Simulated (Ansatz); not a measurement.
**What isotropic strain −2.40 % does to BaTiO3**

The parent structure is BaTiO3 in the cubic perovskite structure (space group Pm-3m, No. 221; a = 3.935 Å).

One thing is altered: an isotropic linear strain of −2.40 %, atoms relaxed at fixed cell.

Method: LDA (Ansatz, an electronic-structure program, PAW, no spin-orbit coupling). k-mesh 8×8×8 (Γ-centred); smearing 0.05 eV (Fermi–Dirac).

```json
[
 {"quantity": "volume per atom", "base": "12.18 Å³", "changed": "11.33 Å³", "shift": "-0.856 Å³"},
 {"quantity": "space group", "base": "Pm-3m (No. 221)", "changed": "Pm-3m (No. 221)", "shift": "–"},
 {"quantity": "shortest interatomic distance", "base": "1.967 Å", "changed": "1.920 Å", "shift": "-0.047 Å"},
 {"quantity": "energy relative to the base (free energy F)", "base": "0 meV/atom", "changed": "+42 meV/atom", "shift": "+42 meV/atom"},
 {"quantity": "band gap", "base": "1.83 eV", "changed": "1.90 eV", "shift": "+0.076 eV"},
 {"quantity": "gap character", "base": "indirect, R → Γ", "changed": "direct at Γ", "shift": "–"},
 {"quantity": "hole mass (degenerate bands, along [100])", "base": "–", "changed": "0.30, 0.95, 0.95 mₑ (at Γ)", "shift": "–"}
]
```

Effective masses come from finite differences of ±0.01 Å⁻¹. No phonon test of stability was made. All final runs are without spin polarisation. Many cubic perovskites are stable only at high temperature; tilts and polar distortions were not tested. This is not the structure that BaTiO3 has at room temperature and ambient pressure.
